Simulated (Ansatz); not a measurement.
The starting structures come from a database of crystals and need not be the phases stable at ambient conditions.

Crystal: Na$_{2}$H$_{4}$Pt (I4/mmm, not sure to be the ambient phase, 7 atoms a cell, 12.8 Å³ an atom); planes in its conventional cell.

Calculation: PBEsol (plane waves, PAW; Ansatz, an electronic-structure program).

The gap is the functional's own, uncorrected, and κ follows it; spin-orbit coupling is left out. Mid-gap values are interpolated between the computed energies.

```csv
plane,area of the cell (Å²),mid-gap κ (1/Å),largest κ in the gap (1/Å)
(001),27.0,0.26,0.26
(100),34.4,?,?
```

Q: The slowest decay depends on the direction. Supply the withheld values.

A: 
- (100), mid-gap κ (1/Å): 0.30
- (100), largest κ in the gap (1/Å): 0.30
